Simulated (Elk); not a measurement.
Band structure of LaMnAlNi3 (P-6m2, 6 atoms in the cell).

```
CELL_PARAMETERS angstrom
      5.23543     0.00000     0.00000
     -2.61772     4.53402     0.00000
      0.00000     0.00000     3.92715
ATOMIC_POSITIONS crystal
  La 0.00000 0.00000 0.00000
  Mn 0.66667 0.33333 0.00000
  Al 0.33333 0.66667 0.00000
  Ni 0.50051 0.00102 0.50000
  Ni 0.50051 0.49949 0.50000
  Ni 0.99898 0.49949 0.50000
```
Moments meant for the start (each program seeds them in its own way; μB, in the order of the atoms La Mn Al Ni Ni Ni): 0.0 4.0 0.0 0.0 0.0 0.0.

Level of theory: PBEsol, all-electron FP-LAPW, Elk's shipped species files, default APW+lo basis run with Elk 10.2.4.

Settings: xctype = 22; spinpol = true; rgkmax = 7; stype = 3; swidth = 0.00367493 Ha; ngridk = 5 5 5; reducebf = 0.7; nempty = 10 per atom.

The starting cell comes from a database of computed structures (which also holds hypothetical and non-ambient phases and stackings), without a prior relaxation at this level. With one magnetic atom in the cell only a parallel order is possible. Values depend on the basis (sphere radii, cutoffs, local orbitals), which need not be converged.

Levels in eV from the Fermi level, bands 37 to 44 of the first spin channel:
| point | 37 | 38 | 39 | 40 | 41 | 42 | 43 | 44 |
|---|---|---|---|---|---|---|---|---|
| Γ | -0.16 | 0.41 | 0.41 | 0.76 | 0.78 | 0.78 | 0.88 | 0.88 |
| M | -0.96 | -0.89 | -0.20 | 0.29 | 0.37 | 0.86 | 0.89 | 1.04 |
| K | -1.35 | -0.69 | -0.08 | 0.25 | 0.45 | 0.80 | 1.02 | 1.11 |
| A | -0.94 | -0.94 | -0.90 | -0.90 | -0.16 | -0.11 | 1.13 | 1.15 |
| L | -1.35 | -1.21 | -0.92 | -0.51 | 0.32 | 0.51 | 0.93 | 1.58 |
| H | -1.33 | -1.24 | -1.16 | -0.71 | -0.49 | 0.95 | 1.03 | 1.33 |

Bands cross the Fermi level along this path, so the cell is metallic at this level.

The net moment of the cell came out as 3.57 μB.
